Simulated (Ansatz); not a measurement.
The reference is Zr in the hcp (Mg type) structure (space group P6_3/mmc, No. 194).

```xyz
2
Lattice="3.2460 0.0000 0.0000 -1.6230 2.8111 0.0000 0.0000 0.0000 5.1507" Properties=species:S:1:pos:R:3 pbc="T T T"
Zr     0.0000     1.8741     3.8630
Zr     1.6230     0.9370     1.2877
```

Cartesian axes are those of the cell as printed.

Calculations: r2SCAN (Ansatz, a quantum-chemistry and plane-wave program; PAW; 500 eV plane waves; no spin-orbit coupling).

For the base:

- Shortest interatomic distance = 3.185 Å
- Pressure = 0.0 GPa

One thing is altered: the cell is stretched by 3.56 % along x with no lateral relaxation, atoms relaxed at fixed cell.

Question: Estimate the effect on the largest internal atomic displacement, shortest interatomic distance and pressure.

Answer: The largest internal atomic displacement comes out as 0.028 Å; the shortest interatomic distance grows by 0.014 Å, from 3.185 Å to 3.199 Å; the pressure (mean of the normal stresses, compression positive) goes from zero to -3.1 GPa.

The cells carry an imposed strain or load. Stability against distortions was not tested. All final runs are without spin polarisation.
